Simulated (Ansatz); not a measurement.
The reference is BaHfO3 in the cubic perovskite structure (space group Pm-3m, No. 221; a = 4.1575 Å).

Now apply this change: an isotropic linear strain of +4.64 %; the atoms relax in the strained cell.

Levels (all Ansatz, a quantum-chemistry and plane-wave program, PAW): PBEsol (420 eV, scalar-relativistic without spin-orbit coupling); PBEsol+SOC (420 eV, spin-orbit coupling included).

The geometry is relaxed with PBEsol.

| Quantity | Value |
|---|---|
| PBEsol band gap | 3.30 eV |
| PBEsol smallest direct gap | 3.55 eV |

**Question.** How does going to PBEsol+SOC change the hole mass, band gap, electron mass and smallest direct gap?

**Answer.** The hole mass (degenerate bands, along [100]) comes out as 0.93, 2.5 mₑ (at R); the band gap shrinks by 0.09 eV (3.30 eV → 3.21 eV); the electron mass (degenerate bands, along [100]) comes out as 0.37, 0.86 mₑ (at Γ); the smallest direct gap drops by 0.142 eV to 3.40 eV.

Single points use the geometry relaxed with PBEsol. Differences between runs with and without spin-orbit coupling are approximate. With Hf present, leaving out spin-orbit coupling can change the band edges. Masses are band curvatures over ±0.01 Å⁻¹ around the edge. Whether these cells are dynamically stable was not tested. The base started in P4mm and relaxed to Pm-3m at this level.
